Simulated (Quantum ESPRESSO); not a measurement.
# Several settings converged on CaSiAu (P3m1, 3 atoms in the cell)

```
CELL_PARAMETERS angstrom
      4.30595     0.00000     0.00000
     -2.15298     3.72906     0.00000
      0.00000     0.00000     3.92279
ATOMIC_POSITIONS crystal
  Ca 0.00000 0.00000 0.01275
  Si 0.66667 0.33333 0.50000
  Au 0.33333 0.66667 0.50000
```

Base method: LDA (PZ), GBRV 1.5 ultrasoft (LDA) pseudopotentials (plane waves; Quantum ESPRESSO).

Base settings: ecutwfc = 40 Ry; ecutrho = 320 Ry; occupations = smearing; smearing = fermi-dirac; degauss = 0.0073499 Ry; potentials = {Ca: ca_lda_v1.uspp.F.UPF, Si: si_lda_v1.uspp.F.UPF, Au: au_lda_v1.uspp.F.UPF}; K_POINTS = automatic 4 4 4 0 0 0; conv_thr = 1e-10 Ry; mixing_beta = 0.7.

The count of work is k-points × plane waves × bands × iterations; it is no time. 

**Shifted k-point meshes**

Only quantities that move along the ladder and can be compared are tabulated.

| K_POINTS | free energy less the last step's (meV/atom) | pressure (GPa) | largest difference of a force vector from the last step's (eV/Å) | count of work / last |
|---|---|---|---|---|
| automatic 2 2 2 1 1 1 | 9.15 | -2.83 | 0.028 | 0.0069 |
| automatic 3 3 3 1 1 1 | 30.79 | -2.96 | 0.008 | 0.027 |
| automatic 4 4 4 1 1 1 | 14.27 | -3.19 | 0.019 | 0.050 |
| automatic 6 6 6 1 1 1 | 3.49 | -3.42 | 0.006 | 0.16 |
| automatic 8 8 7 1 1 1 | -0.79 | -3.52 | 0.002 | 0.35 |
| automatic 11 11 11 1 1 1 | 0.00 | -3.48 | 0.000 | 1.0 |

Coarsest K_POINTS that holds the forces within 0.005 eV/Å of the last step, with all finer ones: automatic 8 8 7 1 1 1, at 0.35 of the last step's count of work; the step before is off by 0.006 eV/Å.

Coarsest K_POINTS that holds the pressure within 0.2 GPa of the last step, with all finer ones: automatic 6 6 6 1 1 1, at 0.16 of the last step's count of work; the step before is off by 0.29 GPa.

Coarsest K_POINTS that holds the free energy within 5 meV/atom of the last step, with all finer ones: automatic 6 6 6 1 1 1, at 0.16 of the last step's count of work; the step before is off by 14 meV/atom.

**The width of Fermi-Dirac smearing**

In this ladder: K_POINTS = automatic 7 7 7 0 0 0.

Narrow widths need finer meshes than wide ones, so the last steps can hold mesh noise.

Only quantities that move along the ladder and can be compared are tabulated; pressure and forces are left out, as mesh noise rules them at narrow widths.

| degauss | free energy less the last step's (meV/atom) | energy extrapolated to zero width less the last step's (meV/atom) |
|---|---|---|
| 0.073499 Ry | -717.35 | 9.26 |
| 0.036749 Ry | -175.68 | -2.12 |
| 0.02205 Ry | -58.97 | 0.83 |
| 0.0073499 Ry | 0.00 | 0.00 |

Widest degauss that holds the energy extrapolated to zero width within 1 meV/atom: not settled: the last two steps still differ by 0.83 meV/atom, over half the tolerance, so the ladder does not show it.

Widest degauss that holds the free energy within 5 meV/atom: not settled: the last two steps still differ by 59 meV/atom, over half the tolerance, so the ladder does not show it.

The extrapolation to zero width removes most of the smearing's effect on the energy.

**The number of bands**

The mesh stays at the base's, so the ladder's end is converged at best in this setting alone.

Only quantities that move along the ladder and can be compared are tabulated.

```tsv
nbnd	free energy less the last step's (meV/atom)	pressure (GPa)	count of work / last
13	3.42	-3.54	0.38
15	0.00	-3.69	0.37
17	0.00	-3.69	0.42
23	0.00	-3.69	0.56
45	0.00	-3.69	1.0
```

Coarsest nbnd that holds the pressure within 0.1 GPa of the last step, with all finer ones: 15, at 0.37 of the last step's count of work; the step before is off by 0.15 GPa.

Coarsest nbnd that holds the free energy within 2 meV/atom of the last step, with all finer ones: 15, at 0.37 of the last step's count of work; the step before is off by 3.4 meV/atom.

On the base run: the starting cell comes from a database of computed structures (which also holds hypothetical and non-ambient phases and stackings), without a prior relaxation at this level. Its lattice was rescaled by up to half a per cent. One atom was moved a little off its site on purpose. In the base run, with a pressure of about -4 GPa the cell is away from its equilibrium volume at this level. Without a gap this mesh is coarse (it stands for a supercell whose shortest vector is 16 Å).

Left out of this page: 2 runs of the series outside the window shown, repeating another row's setting, or not comparable.
